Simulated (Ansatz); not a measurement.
## Ga2O3: energy against strain

Ga2O3 (corundum, R-3c, 10.060 Å³/atom and stress up to 0.01 GPa in the relaxed cell, c along z) under an equal strain ε in the (0001) plane with the normal axis free, as in a coherent film. PBE in Ansatz, a plane-wave DFT program (PAW, default set), 420 eV, 8×8×8 Γ-centred mesh, Fermi-Dirac smearing 0.05 eV; ions are relaxed, or left where forces stay under 0.02 eV/Å, within the symmetry of each cell.

Here s stands for strain and y for E less E0.

| strain (%) | E less E0 (meV/atom) |
|---|---|
| -3.00 | ? |
| -1.50 | 6.28 |
| -0.75 | 1.56 |
| 0.00 | 0.00 |
| 0.75 | 1.51 |
| 1.50 | 5.93 |

Fit y of the 5 rows that show it with a parabola. Least squares gives y = 0.006 - 0.1000·s + 2.7111·s². Residuals (row less fit): 0.024, -0.046, -0.006, 0.054, -0.026; standard error 0.056 (degrees of freedom: 2). The quadratic coefficient over the volume, 2.7111 meV × 10⁴ × 0.1602 / 10.060 Å³, is the biaxial elastic modulus of this plane = 432 ± 4 GPa (± standard error of the fit, which holds the terms cut off).

### Question
What does the fit predict for y at s = -3.00, and how far is the calculated value from it?

### Answer
y = 0.006 - 0.1000 × (-3.00) + 2.7111 × (-3.00)² = 24.706 meV/atom. The calculation gives 25.81 meV/atom, 1.104 meV/atom above the prediction (4.3 % of the range of y in the table). The row lies outside the fitted rows, so this is an extrapolation. From the scatter of the fitted rows alone, a prediction at this place has a standard error of 0.230 meV/atom, so the miss is 4.8 times that.

A polynomial of degree 3 through the 8 other runs of the series gives 25.79 there, so most of the miss is curvature that the fit leaves out. Ga2O3 is here the metastable α form; monoclinic β is stable. Rows are the converged runs of the series near zero and its far end; series whose fitted rows scatter by over a few per cent of the range, as at a crossing or softening among them, aren't shown in this form, nor equations of state whose B0' disagrees with the runs' pressures. Most that stay on the fit to the last digits aren't either.
